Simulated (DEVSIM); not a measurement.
Si n+/n-/n+ resistor

Structure: Si n+/n-/n+ resistor, at 400 K.

```csv
layer (left to right),material,thickness (μm),Nd (cm⁻³),τn (s),τp (s)
1,Si,0.290,1.1e18,9.2e-5,9.2e-5
2,Si,0.160,3e15,9.2e-5,9.2e-5
3,Si,0.450,8.5e17,9.2e-5,9.2e-5
```

Left contact: ohmic. Right contact: ohmic. Voltage is applied to the left contact. Recombination: SRH at mid-gap. Mobility is constant in doping.

This is a model device: material constants are rounded textbook-type values typed into the input, and sizes, dopings and lifetimes were drawn at random. Values at 300 K; Nc and Nv go as T^1.5, mobilities as T to minus their exponent, the gap by Varshni's rule with the affinity fixed.

```tsv
parameter	Si
gap (eV)	1.124
affinity (eV)	4.05
permittivity	11.7
Nc (cm⁻³)	2.86e19
Nv (cm⁻³)	3.1e19
μn (cm²/Vs)	1417
μp (cm²/Vs)	470
T exponent of μn	2.3
T exponent of μp	2.2
Varshni α (eV/K)	0.000473
Varshni β (K)	636
```

DEVSIM, 1D drift-diffusion, Boltzmann statistics, complete ionisation; no tunnelling, impact ionisation, image-force lowering or self-heating.

Dark forward current:

```json
[
 {"V (V)": "0.05", "J (A/cm²)": "8400"},
 {"V (V)": "0.20", "J (A/cm²)": "35000"},
 {"V (V)": "0.35", "J (A/cm²)": "67000"},
 {"V (V)": "0.50", "J (A/cm²)": "100000"},
 {"V (V)": "0.65", "J (A/cm²)": "140000"},
 {"V (V)": "0.80", "J (A/cm²)": "190000"},
 {"V (V)": "0.95", "J (A/cm²)": "240000"},
 {"V (V)": "1.10", "J (A/cm²)": "290000"},
 {"V (V)": "1.25", "J (A/cm²)": "340000"},
 {"V (V)": "1.40", "J (A/cm²)": "400000"},
 {"V (V)": "1.55", "J (A/cm²)": "460000"},
 {"V (V)": "1.70", "J (A/cm²)": "520000"},
 {"V (V)": "1.85", "J (A/cm²)": "590000"},
 {"V (V)": "2.00", "J (A/cm²)": "660000"}
]
```
